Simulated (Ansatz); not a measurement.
# Effect of isotropic strain −1.12 % on HfSiO4

The parent structure is HfSiO4 (space group I4_1/amd, No. 141; a = 6.645 Å, c = 6.014 Å).

Modification: every lattice vector is shortened by 1.12 %; the atoms relax in the strained cell.

Calculations: Ansatz (a program for electronic structure), PBE, PAW, cutoff 420 eV, no spin-orbit coupling. k-mesh 6×6×6 (Γ-centred); smearing 0.05 eV (Fermi–Dirac).

```tsv
quantity	base	changed	shift
volume per atom	11.07 Å³	10.70 Å³	-0.37 Å³
space group	I4_1/amd (No. 141)	I4_1/amd (No. 141)	–
shortest interatomic distance	1.638 Å	1.624 Å	-0.014 Å
energy relative to the base (free energy F)	0 meV/atom	+8.7 meV/atom	+8.7 meV/atom
pressure (mean of the normal stresses, compression positive)	0.0 kbar	78.6 kbar	+78.6 kbar
band gap (an upper bound: an edge found on the path is not a true extremum; both cells)	5.33 eV	5.50 eV	+0.178 eV
```

With Hf present, leaving out spin-orbit coupling can change the band edges. No phonon test of stability was made.
